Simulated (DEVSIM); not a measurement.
System: abrupt Ge n-p junction, at 300 K.

```
layer (left to right)  material  thickness (μm)  Nd (cm⁻³)  Na (cm⁻³)   τn (s)   τp (s)
---------------------  --------  --------------  ---------  ---------  -------  -------
1                            Ge           0.770     3.7e15          -  0.00039  0.00039
2                            Ge            85.0          -     6.6e14  0.00039  0.00039
```

Left contact: ohmic. Right contact: ohmic. Voltage is applied to the left contact. Recombination: SRH at mid-gap, Auger. Mobility is μmin + (μ − μmin)/(1 + (N/Nref)^α).

Constants are typed, rounded textbook-type inputs, not results; the design itself was drawn at random and stands for no fabricated device. Values at 300 K.

```
parameter           Ge
-------------  -------
gap (eV)         0.664
affinity (eV)        4
permittivity        16
Nc (cm⁻³)      1.04e19
Nv (cm⁻³)         6e18
μn (cm²/Vs)       3900
μp (cm²/Vs)       1900
μn,min             150
μp,min             100
Nref,n          2.6e17
Nref,p            4e17
αn                0.56
αp                 0.6
Cn (cm⁶/s)       1e-31
Cp (cm⁶/s)       1e-31
```

DEVSIM, 1D drift-diffusion, Boltzmann statistics, complete ionisation; no tunnelling, impact ionisation, image-force lowering or self-heating.

The doping Na of layer 2 was swept, all else fixed.

```json
[
 {"doping Na of layer 2 (cm^-3)": "2e13", "potential step across the device at zero bias (V)": "0.146", "dark forward voltage at 1 A/cm² (V)": "0.195", "largest field in the device at zero bias (V/cm)": "2900"},
 {"doping Na of layer 2 (cm^-3)": "6.6e13", "potential step across the device at zero bias (V)": "0.166", "dark forward voltage at 1 A/cm² (V)": "0.182", "largest field in the device at zero bias (V/cm)": "3000"},
 {"doping Na of layer 2 (cm^-3)": "2e14", "potential step across the device at zero bias (V)": "0.192", "dark forward voltage at 1 A/cm² (V)": "0.169", "largest field in the device at zero bias (V/cm)": "3500"},
 {"doping Na of layer 2 (cm^-3)": "6.6e14", "potential step across the device at zero bias (V)": "0.223", "dark forward voltage at 1 A/cm² (V)": "0.146", "largest field in the device at zero bias (V/cm)": "5000"},
 {"doping Na of layer 2 (cm^-3)": "2e15", "potential step across the device at zero bias (V)": "0.252", "dark forward voltage at 1 A/cm² (V)": "0.127", "largest field in the device at zero bias (V/cm)": "7700"},
 {"doping Na of layer 2 (cm^-3)": "6.6e15", "potential step across the device at zero bias (V)": "0.283", "dark forward voltage at 1 A/cm² (V)": "0.114", "largest field in the device at zero bias (V/cm)": "11000"},
 {"doping Na of layer 2 (cm^-3)": "2e16", "potential step across the device at zero bias (V)": "0.311", "dark forward voltage at 1 A/cm² (V)": "0.108", "largest field in the device at zero bias (V/cm)": "14000"}
]
```

From the first row to the last the potential step across the device at zero bias goes from 0.146 to 0.311. From the first row to the last the dark forward voltage at 1 A/cm² goes from 0.195 to 0.108.
